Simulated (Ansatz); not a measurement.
Base system: Rb in the bcc (W type) structure (space group Im-3m, No. 229; a = 5.571 Å; relaxed with 0.1 eV smearing). Axes: x, y, z lie along the cube axes.

Structures relaxed with PBEsol (Ansatz, a quantum-chemistry and plane-wave program), scalar-relativistic without spin-orbit coupling.

Base:

Simulated powder pattern, Cu Kα1, λ = 1.54056 Å (kinematic, ideal powder, no thermal factors, no anomalous dispersion; the 10 strongest lines at most, above 2 %, up to 2θ = 90°):

```json
[
 {"2θ (°)": "22.55", "I/Imax (%)": "100", "hkl": "(110)"},
 {"2θ (°)": "32.10", "I/Imax (%)": "20", "hkl": "(200)"},
 {"2θ (°)": "39.59", "I/Imax (%)": "45", "hkl": "(211)"},
 {"2θ (°)": "46.04", "I/Imax (%)": "15", "hkl": "(220)"},
 {"2θ (°)": "51.85", "I/Imax (%)": "20", "hkl": "(310)"},
 {"2θ (°)": "62.30", "I/Imax (%)": "23", "hkl": "(321)"},
 {"2θ (°)": "71.83", "I/Imax (%)": "11", "hkl": "(411)"},
 {"2θ (°)": "76.39", "I/Imax (%)": "6.4", "hkl": "(420)"},
 {"2θ (°)": "80.86", "I/Imax (%)": "5.5", "hkl": "(332)"},
 {"2θ (°)": "89.66", "I/Imax (%)": "13", "hkl": "(431)"}
]
```

After one change:

Simulated powder pattern, Cu Kα1, λ = 1.54056 Å (kinematic, ideal powder, no thermal factors, no anomalous dispersion; the 10 strongest lines at most, above 2 %, up to 2θ = 90°):

```tsv
2θ (°)	I/Imax (%)
22.42	100
22.90	48
31.21	11
32.61	19
39.06	23
39.93	44
45.76	15
61.49	12
62.54	11
63.16	11
```

Task: Name the change that was made.
A. biaxial strain +2.50 %, plane normal [001], relaxed out of plane
B. biaxial strain −0.50 %, plane normal [001], relaxed out of plane
C. biaxial strain −1.00 %, plane normal [001], relaxed out of plane
D. biaxial strain −1.50 %, plane normal [001], relaxed out of plane

Result: D, biaxial strain −1.50 %, plane normal [001], relaxed out of plane. Its volume per atom is 86.22 Å³ against 86.46 Å³, and its space group is I4/mmm (No. 139).

Stability against distortions was not tested.
